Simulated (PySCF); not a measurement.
PySCF 2.14.0, unrestricted HF/def2-svpd, df: [CH]=CC, charge 0, multiplicity 2, 8 atoms. The geometry is a generated start, not checked to be a minimum at this level.

```json
{
  "task": "energy",
  "method": "hf",
  "basis": "def2-svpd",
  "two_electron_scheme": "density fitting",
  "mol.max_memory": "3000 MB",
  "mf.max_cycle": "100",
  "mf.init_guess": "minao (default)",
  "mf.DIIS": "CDIIS (default)",
  "mf.diis_space": "8 (default)",
  "mf.conv_tol": "1e-09 (default)",
  "basis_functions": "100"
}
```

```xyz
8

C      1.4812     0.4333    -0.1366
C      0.4360    -0.2127     0.2588
C     -0.9720     0.0394    -0.2040
H      2.5315     0.4696     0.0188
H      0.5037    -1.0227     1.0000
H     -1.4107    -0.8824    -0.5872
H     -0.9888     0.7958    -0.9841
H     -1.5808     0.3798     0.6343
```

Charge 0 and multiplicity 2 are set for this test and not shown to be the ground state.

One run each on 2 threads, 1 BLAS thread. Values of level_shift (Hartree) tried: 0 (default), 0.1, 0.3, 1.

Task: Which value of level_shift (Hartree) needs the fewest Fock builds, and what happens away from it?

Result: Fewest Fock builds, within one of each other: 0 (default) with 17, 0.1 with 18. The count rises to 33 at 1. All converge to one solution.

| level_shift (Hartree) | Fock builds | end |
|---|---|---|
| 0 (default) | 17 | same solution |
| 0.1 | 18 | same solution |
| 0.3 | 21 | same solution |
| 1 | 33 | same solution |
